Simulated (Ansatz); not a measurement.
The starting structures come from a database of crystals and need not be the phases stable at ambient conditions.

By PBEsol, the system below comes out a metal.

Given:

```
Sb
1.0
    3.35453     0.00000     0.00000
    0.00000     5.47016     0.00000
    1.67727     0.00000     2.81795
Sb
2
Direct
  0.33333   0.75000   0.33333
  0.66667   0.25000   0.66667
```

Space group of this cell: Cmcm. The cell is strained (lengths along the current scaled by 0.97, ions clamped); by PBEsol its mean pressure is 0.8 GPa.

The current flows along the normal of the first two printed cell vectors. No spin-orbit coupling; the value is a mean over 0.1 eV about the Fermi level.

Estimate the ballistic conductance per area that PBEsol (Ansatz, a quantum-chemistry and plane-wave program) returns for this system.

1.3 × 10¹⁵ S/m² for both spins.
